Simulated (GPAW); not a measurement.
Input and output of a self-consistent single point for Mg₃MoN₄ (P-1, 16 atoms in the cell) (GPAW)

Level of theory: LDA (Perdew-Wang 92), GPAW PAW datasets LDA (gpaw-data 1.0.1) (plane waves; GPAW 25.7.0).

Input as run:

```python
from ase import Atoms
from ase.units import GPa
from gpaw import GPAW, PW, FermiDirac

atoms = Atoms(['Mg', 'Mg', 'Mg', 'Mg', 'Mg', 'Mg', 'Mo', 'Mo', 'N', 'N', 'N', 'N', 'N', 'N', 'N', 'N'],
              cell=[[5.336300, 0.000000, 0.000000],
                    [1.797526, 5.872149, 0.000000],
                    [1.652263, 2.703217, 5.357989]],
              scaled_positions=[[0.240200, 0.378780, 0.622230],
                                [0.759800, 0.621220, 0.377770],
                                [0.748060, 0.634140, 0.862550],
                                [0.251940, 0.365860, 0.137450],
                                [0.265540, 0.863320, 0.146440],
                                [0.734460, 0.136680, 0.853560],
                                [0.759110, 0.148110, 0.316560],
                                [0.240890, 0.851890, 0.683440],
                                [0.000050, 0.772290, 0.498820],
                                [0.999950, 0.227710, 0.501180],
                                [0.521930, 0.474110, 0.262030],
                                [0.478070, 0.525890, 0.737970],
                                [0.475480, 0.995110, 0.748700],
                                [0.524520, 0.004890, 0.251300],
                                [0.011040, 0.754260, 0.986090],
                                [0.988960, 0.245740, 0.013910]],
              pbc=True)

calc = GPAW(mode=PW(900),
            xc='LDA',
            kpts=(3, 3, 3),
            occupations=FermiDirac(0.0),
            nbands=-4,
            convergence={'density': 1e-05, 'bands': -2},
            symmetry={'symmorphic': False, 'tolerance': 0.0005},
            maxiter=150)

atoms.calc = calc

energy = atoms.get_potential_energy()
print('Energy (eV):', round(energy, 6))
forces = atoms.get_forces()
print('Forces (eV/Ang):')
print(forces.round(5))
stress = atoms.get_stress()
print('Stress (GPa, Voigt):', (stress / GPa).round(4))
```

Output, abridged:

```
Input parameters:
  convergence: {bands: -2,
                density: 1e-05}
  kpts: [3 3 3]
  maxiter: 150
  mode: {ecut: 900.0000000000001,
         name: pw}
  nbands: -4
  occupations: {fixmagmom: False,
                name: fermi-dirac,
                width: 0.0}
  symmetry: {symmorphic: False,
             tolerance: 0.0005}

species:
  Mg:
    name: Magnesium
    Z: 12.0
    valence: 10
    core: 2
    charge: 0.0
    file: Mg.LDA.gz

    # Using partial waves for Mg as LCAO basis

  Mo:
    name: Molybdenum
    Z: 42.0
    valence: 14
    core: 28
    charge: 0.0
    file: Mo.LDA.gz

    # Using partial waves for Mo as LCAO basis

  N:
    name: Nitrogen
    Z: 7.0
    valence: 5
    core: 2
    charge: 0.0
    file: N.LDA.gz

    # Using partial waves for N as LCAO basis

Reference energy: -264370.001724  # eV

Spin-paired calculation

Convergence criteria:
 Maximum [total energy] change in last 3 cyles: 0.0005 eV / valence electron
 Maximum integral of absolute [dens]ity change: 1e-05 electrons / valence electron
 Maximum integral of absolute [eigenst]ate change: 4e-08 eV^2 / valence electron
 Maximum number of scf [iter]ations: 150

Symmetries present (total): 2
Symmetries with fractional translations: 0
27 k-points: 3 x 3 x 3 Monkhorst-Pack grid
14 k-points in the irreducible part of the Brillouin zone
       k-points in crystal coordinates                weights
   0:     0.00000000    0.00000000    0.00000000          1/27
   1:     0.00000000    0.00000000    0.33333333          2/27
   2:     0.00000000    0.33333333   -0.33333333          2/27
   3:     0.00000000    0.33333333    0.00000000          2/27
   4:     0.00000000    0.33333333    0.33333333          2/27
   5:     0.33333333   -0.33333333   -0.33333333          2/27
   6:     0.33333333   -0.33333333    0.00000000          2/27
   7:     0.33333333   -0.33333333    0.33333333          2/27
   8:     0.33333333    0.00000000   -0.33333333          2/27
   9:     0.33333333    0.00000000    0.00000000          2/27
          ...
  13:     0.33333333    0.33333333    0.33333333          2/27

Wave functions: Plane wave expansion
  Cutoff energy: 900.000 eV
  Number of coefficients (min, max): 10265, 10309
  Pulay-stress correction: 0.000000 eV/Ang^3 (de/decut=0.000000)

Occupation numbers: # Zero width

Eigensolver

Densities:
  Coarse grid: 40*45*45 grid
  Fine grid: 80*90*90 grid
  Total Charge: 0.000000

Density mixing:
  Method: separate
  Backend: pulay
  Linear mixing parameter: 0.05
  old densities: 5
  Damping of long wavelength oscillations: 50

Hamiltonian:
  XC and Coulomb potentials evaluated on a 80*90*90 grid
  External potential:
    NoExternalPotential

Number of atoms: 16
Number of atomic orbitals: 106
Number of bands in calculation: 68
Number of valence electrons: 128
Bands to converge: 66

Density initialized from atomic densities
  68 bands from LCAO basis set

Atomic positions and initial magnetic moments

Positions:
   0 Mg     2.990734    3.906275    3.333901    ( 0.0000,  0.0000,  0.0000)
   1 Mg     5.795355    4.669091    2.024088    ( 0.0000,  0.0000,  0.0000)
   2 Mg     6.556915    6.055424    4.621533    ( 0.0000,  0.0000,  0.0000)
   3 Mg     2.229174    2.519942    0.736456    ( 0.0000,  0.0000,  0.0000)
   4 Mg     3.210799    5.465403    0.784624    ( 0.0000,  0.0000,  0.0000)
   5 Mg     5.575290    3.109963    4.573365    ( 0.0000,  0.0000,  0.0000)
   6 Mo     4.840111    1.725454    1.696125    ( 0.0000,  0.0000,  0.0000)
   7 Mo     3.945978    6.849912    3.661864    ( 0.0000,  0.0000,  0.0000)
   8 N      2.212660    5.883421    2.672672    ( 0.0000,  0.0000,  0.0000)
   9 N      6.573429    2.691945    2.685317    ( 0.0000,  0.0000,  0.0000)
  10 N      4.070343    3.492369    1.403954    ( 0.0000,  0.0000,  0.0000)
  11 N      4.715746    5.082997    3.954035    ( 0.0000,  0.0000,  0.0000)
  12 N      5.563089    7.867333    4.011526    ( 0.0000,  0.0000,  0.0000)
  13 N      3.223000    0.708033    1.346463    ( 0.0000,  0.0000,  0.0000)
  14 N      3.043995    7.094742    5.283459    ( 0.0000,  0.0000,  0.0000)
  15 N      5.742094    1.480624    0.074530    ( 0.0000,  0.0000,  0.0000)

Unit cell:
           periodic     x           y           z      points  spacing
  1. axis:    yes    5.336300    0.000000    0.000000    40     0.1262
  2. axis:    yes    1.797526    5.872149    0.000000    45     0.1165
  3. axis:    yes    1.652263    2.703217    5.357989    45     0.1191

  Lengths:   5.336300   6.141110   6.224580
  Angles:   60.464901  74.606802  72.980105

Effective grid spacing dv^(1/3) = 0.1275

     iter     time        total  log10-change:
                         energy   eigst   dens
iter:   1 --:--:--  -149.772152   +0.45
iter:   2 --:--:--  -140.879823   -0.29  -0.87
iter:   3 --:--:--  -124.214325   +0.62  -0.94
iter:   4 --:--:--  -124.967423   -0.25  -1.37
iter:   5 --:--:--  -126.710192   -0.44  -1.41
iter:   6 --:--:--  -124.432767   -0.51  -1.32
iter:   7 --:--:--  -124.539990   -0.67  -1.71
iter:   8 --:--:--  -124.124526   -1.12  -1.71
iter:   9 --:--:--  -124.261872   -1.34  -2.06
iter:  10 --:--:--  -124.110777   -1.52  -1.96
iter:  11 --:--:--  -124.171637   -1.50  -2.12
iter:  12 --:--:--  -123.998121   -1.87  -2.00
iter:  13 --:--:--  -124.005321   -2.35  -2.79
iter:  14 --:--:--  -124.003334c  -2.78  -2.80
iter:  15 --:--:--  -124.000349c  -2.98  -2.82
iter:  16 --:--:--  -124.001920c  -2.64  -2.87
iter:  17 --:--:--  -124.000300c  -3.04  -2.89
iter:  18 --:--:--  -124.001494c  -3.06  -2.90
iter:  19 --:--:--  -123.997849c  -3.08  -2.84
   [... 16 lines left out ...]
iter:  36 --:--:--  -123.997457c  -4.80  -4.77
iter:  37 --:--:--  -123.997457c  -4.44  -4.82
iter:  38 --:--:--  -123.997457c  -4.90  -4.90
iter:  39 --:--:--  -123.997457c  -4.83  -4.95
iter:  40 --:--:--  -123.997457c  -5.14  -4.97
iter:  41 --:--:--  -123.997457c  -5.33  -5.25c
iter:  42 --:--:--  -123.997457c  -5.15  -5.23c
iter:  43 --:--:--  -123.997457c  -5.39  -5.27c
iter:  44 --:--:--  -123.997457c  -5.51  -5.56c
iter:  45 --:--:--  -123.997457c  -5.55  -5.68c
iter:  46 --:--:--  -123.997456c  -5.51  -5.71c
   [... 14 lines left out ...]
iter:  61 --:--:--  -123.997456c  -7.08  -7.26c
iter:  62 --:--:--  -123.997456c  -6.76  -7.42c
iter:  63 --:--:--  -123.997456c  -7.14  -7.53c
iter:  64 --:--:--  -123.997456c  -7.35  -7.73c
iter:  65 --:--:--  -123.997456c  -7.23  -7.80c
iter:  66 --:--:--  -123.997456c  -7.58c -7.84c

Converged after 66 iterations.

Dipole moment: (0.000000, -0.000000, -0.000000) |e|*Ang

Energy contributions relative to reference atoms: (reference = -264370.001724)

Kinetic:        +13.905123
Potential:      -21.898311
External:        +0.000000
XC:            -115.580220
Entropy (-ST):   +0.000000
Local:           -0.424049
SIC:             +0.000000
--------------------------
Free energy:   -123.997456
Extrapolated:  -123.997456

Showing only first 2 kpts
 Kpt  Band  Eigenvalues  Occupancy
  0    62      6.93834    2.00000
  0    63      7.12921    2.00000
  0    64      8.41980    0.00000
  0    65      8.84216    0.00000

  1    62      6.82403    2.00000
  1    63      6.97929    2.00000
  1    64      8.35269    0.00000
  1    65      8.97267    0.00000

Fermi level: 7.68879

Gap: 1.119 eV
Transition (v -> c):
  (s=0, k=0, n=63, [0.00, 0.00, 0.00]) -> (s=0, k=9, n=64, [0.33, 0.00, 0.00])
Direct/indirect transitions are different
Direct gap: 1.291 eV
Transition at: (s=0, k=0, n=63, [0.00, 0.00, 0.00])
Energy (eV): -123.997456

Forces in eV/Ang:
  0 Mg    0.00804    0.01021    0.00058
  1 Mg   -0.00804   -0.01021   -0.00058
  2 Mg    0.03191    0.00026   -0.04366
  3 Mg   -0.03191   -0.00026    0.04366
  4 Mg   -0.04155    0.03877    0.06282
  5 Mg    0.04155   -0.03877   -0.06282
  6 Mo    0.01359   -0.02263   -0.76968
  7 Mo   -0.01359    0.02263    0.76968
  8 N     0.08235    0.46928   -0.03854
  9 N    -0.08235   -0.46928    0.03854
 10 N     0.29251   -0.66179    0.12457
 11 N    -0.29251    0.66179   -0.12457
 12 N    -0.53941   -0.38124   -0.21204
 13 N     0.53941    0.38124    0.21204
 14 N     0.49456   -0.15994   -0.87487
 15 N    -0.49456    0.15994    0.87487

Stress tensor:
     0.079291    -0.001519    -0.001828
    -0.001519     0.078566    -0.000292
    -0.001828    -0.000292     0.074940
Stress (GPa, Voigt): [12.7038 12.5876 12.0067 -0.0467 -0.2929 -0.2434]
```

The run converged in 66 iterations. GPAW prints stress with tension positive.

At such cutoffs GPAW's stress carries a finite-basis (Pulay) error, which enters relaxed cells too; its log prints stress with tension positive.

The starting cell comes from a database of computed structures (which also holds hypothetical and non-ambient phases and stackings), without a prior relaxation at this level. Forces in this geometry exceed 1 eV/Å.

Cost on one core of a shared machine: roughly 20 min.
